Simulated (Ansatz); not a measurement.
## Input and output of a self-consistent single point for LaRu2 (Fd-3m, 6 atoms in the cell) (Ansatz)

Method: LDA (PW92), default PAW files made with PBE (plane waves; Ansatz, a program for electronic structure).

The input file:

Ansatz 0.2 input:
```yaml
crystal:
  lattice:
    - [0.00000000, 3.85176100, 3.85176100]
    - [3.85176100, 0.00000000, 3.85176100]
    - [3.85176100, 3.85176100, 0.00000000]
  atoms:
    - { symbol: La, position: [0.25000000, 0.25000000, 0.25000000] }
    - { symbol: La, position: [0.00000000, 0.00000000, 0.00000000] }
    - { symbol: Ru, position: [0.62500000, 0.62500000, 0.12500000] }
    - { symbol: Ru, position: [0.62500000, 0.12500000, 0.62500000] }
    - { symbol: Ru, position: [0.62500000, 0.62500000, 0.62500000] }
    - { symbol: Ru, position: [0.12500000, 0.62500000, 0.62500000] }
basis:
  ecutwfc: 30.9 Ry
kpoints:
  mp_grid:
    grid: [8, 8, 8]
hamiltonian:
  xc: lda
  pseudopotentials:
    kind: paw
scf:
  occupations:
    method: gaussian
    width: 0.0073 Ry
output:
  forces: true
  eigenvalues: true
  stress: true
```

The program printed (abridged):

```
WARN ansatz: RAYON_NUM_THREADS=1 ignored (pool sized by the plan → 1); use --threads N
Pseudopotentials: kind: paw
Pseudopotential: La, paw, valence charge 11
Pseudopotential: Ru, paw, valence charge 16
Crystal: 6 atoms, lattice volume = 114.290 Å³
Basis set: ecut = 420.4159175005146 eV, 2229 PW (Γ)
Bands: 52, of which v1, the nominal top of the filled ones, is band 43 counted from 1 (42 counted from 0)
Symmetry: 48 space group operations
Space group: Fd-3m (ITA 227), of the structure as read, at distance tolerance 4.9e-5 Å
k-points: 29 of 512
PAW frozen core: La, regenerated for the run's functional, and the local potential with it
PAW frozen core: Ru, regenerated for the run's functional, and the local potential with it
Initial density: superposition of atomic densities (neutral atoms: chi_scale 0, normalization atom), corrected by the library's trained network
Initial wavefunctions: pseudopotential atomic-orbital guess
Eigensolver: davidson
Functional: x = slater, c = lda
SCF iter   1: F=—  HF=-35185.633576 eV  |F-HF|=—  |Δ(HF+E_count)|=         —  Δρ=6.68e-3  dr2=2.86e-2  ethr=1.77e-3  ⟨swp⟩=6.4  Hψ=5503  notcnv=0
all-band conjugate gradients solve this SCF's bands
preconditioner: auto → Kerker (q_TF=auto, 2.602 Å⁻¹)
SCF iter   2: F=—  HF=-35185.632219 eV  |F-HF|=—  |Δ(HF+E_count)|=   1.36e-3  Δρ=3.33e-3  dr2=7.52e-3  ethr=3.32e-5  ⟨swp⟩=2.6  Hψ=3206  notcnv=0  defer=70
SCF iter   3: F=—  HF=-35185.631017 eV  |F-HF|=—  |Δ(HF+E_count)|=   1.20e-3  Δρ=8.95e-4  dr2=1.02e-3  ethr=8.75e-6  ⟨swp⟩=2.7  Hψ=2416  notcnv=0  defer=70
SCF iter   4: F=—  HF=-35185.630877 eV  |F-HF|=—  |Δ(HF+E_count)|=   1.40e-4  Δρ=3.96e-4  dr2=1.59e-4  ethr=1.19e-6  ⟨swp⟩=2.4  Hψ=2488  notcnv=0  defer=70
SCF iter   5: F=—  HF=-35185.630853 eV  |F-HF|=—  |Δ(HF+E_count)|=   2.40e-5  Δρ=8.48e-5  dr2=9.70e-6  ethr=1.85e-7  ⟨swp⟩=2.0  Hψ=2150  notcnv=0  defer=70
SCF iter   6: F=—  HF=-35185.630849 eV  |F-HF|=—  |Δ(HF+E_count)|=   4.01e-6  Δρ=2.46e-5  dr2=9.00e-7  ethr=1.13e-8  ⟨swp⟩=2.5  Hψ=2578  notcnv=0  defer=70
SCF iter   7: F=-35185.630849 eV  HF=-35185.630849 eV  |F-HF|=9.60e-9  |Δ(HF+E_count)|=   1.28e-7  Δρ=3.72e-6  dr2=1.76e-8  ethr=1.16e-10  ⟨swp⟩=13.2  Hψ=8173  notcnv=0
SCF 1 converged in 7 iterations: F = -35185.630849 eV  dr2 = 1.76e-8
SCF converged after 7 iterations
Free energy (F): -35185.630849 eV
Harris-Foulkes:  -35185.630849 eV  (|F-HF|=9.60e-9)
Internal energy: -35185.590100 eV  (E = F + TS)
E sigma→0 (E₀):  -35185.610474 eV
Entropy (-TS):   -0.040749 eV (-6.791 meV/atom)
Fermi energy:    17.586570 eV
--- Per-component energies (eV) ---
  E_band       = -460.510517
  E_kinetic    = 2448.523613
  E_local      = -7523.598694  (includes V_loc(G=0)·N_el)
  E_nonlocal   = 1599.825168
  E_hartree    = 2651.922247
  E_xc         = -1034.428703
  E_vxc        = -1249.875250  (∫ρ·V_xc dr)
  E_paw        = -23857.328790  (= ΣΔE_a)
  E_vpaw       = -1039.234752  (= ΣTr[D̂ρ^β])
  E_aug_tail   = -0.000895  (compensation charges beyond the density's cutoff)
  E_ewald      = -9473.436218
  E_core_change = 2.932173  (= ΣΔE_core)
  E_smearing   = -0.040749  (= −TS)
  E_closure    = 0.000000  (closes the sum)
  Σ components = -35185.630849   (vs F -35185.630849, Δ=0.00e0)
--- Forces (eV/Å), atoms counted from 1 ---
  atom   1  La    -0.00000000     0.00000000    -0.00000000
   [... zero for the other atoms too ...]
  max |Σ_I F_I| component: 2.31e-18 eV/Å
--- Stress (GPa, compression-positive) ---
       -9.493839      -0.000000       0.000000
       -0.000000      -9.493839      -0.000000
        0.000000       0.000000      -9.493839
  P = ⅓ Tr σ = -9.4938 GPa (-94.938 kbar)
  The stress holds the Pulay correction. Without it, at fixed plane waves, as pw.x and ABINIT print it: P = -9.5083 GPa
--- Band table (eV; the first three rows and the last of 29) ---
  k-point 0: bands = ["-54.4199", "-54.3198", "-54.3198", "-54.3198", "-25.0694", "-24.6075", "-24.6075", "-24.6075", "-24.4326", "-24.4326", "-24.1964", "-24.1964", "-24.1964", "-24.1635", "-24.1635", "-24.1635", "-14.2178", "-13.7379", "1.5996", [...]
  k-point 1: bands = ["-54.4171", "-54.3226", "-54.3198", "-54.3198", "-25.0511", "-24.6054", "-24.5995", "-24.5995", "-24.4284", "-24.4284", "-24.2189", "-24.2011", "-24.2011", "-24.1716", "-24.1716", "-24.1635", "-14.2034", "-13.7523", "1.5888", [...]
  k-point 2: bands = ["-54.4095", "-54.3303", "-54.3198", "-54.3198", "-25.0032", "-24.5976", "-24.5800", "-24.5800", "-24.4134", "-24.4134", "-24.2796", "-24.2271", "-24.2271", "-24.1816", "-24.1816", "-24.1634", "-14.1648", "-13.7908", "1.5646", [...]
  k-point 28: bands = ["-54.3701", "-54.3701", "-54.3198", "-54.3198", "-24.7607", "-24.7607", "-24.4830", "-24.4830", "-24.3887", "-24.3887", "-24.3417", "-24.3417", "-24.2367", "-24.2367", "-24.2224", "-24.2224", "-13.9775", "-13.9775", "1.3764", [...]
```

The run converged in 7 iterations.

The starting cell comes from a database of computed structures (which also holds hypothetical and non-ambient phases and stackings), without a prior relaxation at this level. Its lattice was rescaled by up to half a per cent. Spin polarisation is off. With a pressure of about -9 GPa the cell is away from its equilibrium volume at this level. Ansatz's pressure includes its estimate of the finite-basis (Pulay) stress.
